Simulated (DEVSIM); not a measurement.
Device: illuminated Si p-on-n cell, one wavelength, at 400 K.

| layer (left to right) | material | thickness (μm) | Nd (cm⁻³) | Na (cm⁻³) | τn (s) | τp (s) | absorption coefficient (cm⁻¹) |
|---|---|---|---|---|---|---|---|
| 1 | Si | 0.0590 | - | 3.5e18 | 6.6e-7 | 4.6e-8 | 1200 |
| 2 | Si | 170 | 5.1e16 | - | 1.1e-6 | 1.1e-6 | 1200 |

Left contact: ohmic, minority electron recombination velocity 6e5 cm/s. Right contact: ohmic, minority hole recombination velocity 1000 cm/s. Voltage is applied to the left contact. Recombination: SRH at mid-gap, radiative, Auger. Light enters at the left, 6.4e17 photons cm⁻² s⁻¹, one pass, no reflection. Mobility is μmin + (μ − μmin)/(1 + (N/Nref)^α).

This is a model device: material constants are rounded textbook-type values typed into the input, and sizes, dopings and lifetimes were drawn at random. Values at 300 K; Nc and Nv go as T^1.5, mobilities as T to minus their exponent, the gap by Varshni's rule with the affinity fixed.

```csv
parameter,Si
gap (eV),1.124
affinity (eV),4.05
permittivity,11.7
Nc (cm⁻³),2.86e19
Nv (cm⁻³),3.1e19
μn (cm²/Vs),1417
μp (cm²/Vs),470
"μn,min",52
"μp,min",45
"Nref,n",9.7e16
"Nref,p",2.2e17
αn,0.68
αp,0.72
T exponent of μn,2.3
T exponent of μp,2.2
B (cm³/s),4.7e-15
Cn (cm⁶/s),2.8e-31
Cp (cm⁶/s),9.9e-32
Varshni α (eV/K),0.000473
Varshni β (K),636
```

Model (solved in DEVSIM): 1D drift-diffusion, Boltzmann statistics, complete ionisation; no tunnelling, impact ionisation, image-force lowering or self-heating.

The thickness of layer 2 was swept, all else fixed.

```
thickness of layer 2 (μm)  dark forward voltage at 1 A/cm² (V)  share of generated pairs collected at short circuit  short-circuit current (mA/cm²)  largest power (mW/cm²)
-------------------------  -----------------------------------  ---------------------------------------------------  ------------------------------  ----------------------
34                                                       0.490                                           (withheld)                      (withheld)                    23.3
59                                                       0.490                                                0.774                            79.3                    22.9
100                                                      0.491                                                0.770                            79.0                    22.8
170                                                      0.493                                                0.770                            79.0                    22.7
290                                                      0.496                                                0.770                            79.0                    22.7
510                                                      0.501                                                0.770                            79.0                    22.7
850                                                      0.512                                                0.770                            79.0                    22.7
```

Problem. Complete the blanks.

Solution. 
- 34, share of generated pairs collected at short circuit: 0.800
- 34, short-circuit current (mA/cm²): 80.6
